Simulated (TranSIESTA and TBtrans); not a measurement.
Junction: 2,2'-dimethylbiphenyl-4,4'-diyl (twisted) held by thiolate S between two Au chains. Leads: straight Au chain, spacing 2.55 Å. Geometry: 30 atoms about the centre moved by SIESTA (PBE, SZP) to a largest force of 0.04 eV/Å, all others as built. Transport runs along z; the first 6 and the last 6 of the 46 atoms are the lead cells, repeated to infinity.

```xyz
46
Lattice="16.169 0.000 0.000 0.000 16.169 0.000 0.000 0.000 54.792" Properties=species:S:1:pos:R:3 pbc="F F T"
Au     8.085     8.085     0.000
Au     8.085     8.085     2.550
Au     8.085     8.085     5.100
Au     8.085     8.085     7.650
Au     8.085     8.085    10.200
Au     8.085     8.085    12.750
Au     8.085     8.085    15.300
Au     8.085     8.085    17.850
Au     8.095     8.096    20.373
S     10.163     7.407    20.975
C      9.581     7.181    22.685
C      9.670     8.261    23.650
C      9.205     8.073    24.989
C      8.663     6.809    25.409
C      8.581     5.713    24.473
C      7.992     4.372    24.917
C      9.041     5.911    23.131
C      8.212     6.630    26.839
C      9.029     5.873    27.749
C      8.659     5.734    29.122
C      7.444     6.353    29.620
S      6.944     6.189    31.362
C      6.616     7.083    28.679
C      6.987     7.237    27.305
C      6.107     8.031    26.338
H     10.122     9.273    23.309
H      9.280     8.918    25.776
H      7.010     4.533    25.509
H      8.712     3.820    25.640
H      7.792     3.700    24.000
H      8.974     5.042    22.368
H     10.017     5.426    27.342
H      9.328     5.154    29.870
H      5.636     7.566    29.066
H      5.972     7.454    25.344
H      6.607     9.039    26.055
H      5.075     8.242    26.813
Au     8.073     8.082    31.868
Au     8.085     8.085    34.392
Au     8.085     8.085    36.942
Au     8.085     8.085    39.492
Au     8.085     8.085    42.042
Au     8.085     8.085    44.592
Au     8.085     8.085    47.142
Au     8.085     8.085    49.692
Au     8.085     8.085    52.242
```

Run with TranSIESTA and TBtrans (open boundaries, self-consistent; PseudoDojo norm-conserving potentials, scalar-relativistic): PAO.BasisSize DZP, PAO.EnergyShift 0.15 eV, XC.Authors PBE, Mesh.Cutoff 150 Ry, ElectronicTemperature 300 K, TS.Voltage 0.0 eV, TBT.Elecs.Eta 0.001 eV, no spin polarisation.

Energies count from the leads' Fermi level. Transmissions are for one spin of a degenerate pair. The energy step is 0.02 eV; narrower resonances are cut or missed.

| E (eV) | T |
|---|---|
| -0.20 | 0.0176 |
| -0.16 | 0.0196 |
| -0.12 | 0.0306 |
| -0.08 | 0.0238 |
| -0.04 | 0.0201 |
| 0.00 | 0.0178 |
| 0.04 | 0.0191 |
| 0.08 | 0.0194 |
| 0.12 | 0.0196 |
| 0.16 | 0.0199 |
| 0.20 | 0.0202 |

Give the zero-bias conductance in μS and the resistance at 300 K.

At the Fermi level T = 0.0178. Averaged with −∂f/∂E over the full grid (kT = 25.9 meV) it is 0.0194. With G0 = 2e²/h = 77.48 μS, G = 1.50 μS and R = 1/G = 667 kΩ.

The eigenchannels at the Fermi level transmit 0.0178. What Fano factor of the shot noise follows at low temperature and bias?

F = Σ τ(1 − τ)/Σ τ = 0.0175/0.0178 = 0.98.

The leads' channel count changes near -0.01 eV, within the thermal window, so values at the Fermi level hang on where that band edge falls. The leads are straight chains one atom wide, held at their spacing: model electrodes, not surfaces. Semilocal functionals put molecular levels too close to the Fermi level and tend to overestimate such conductances.
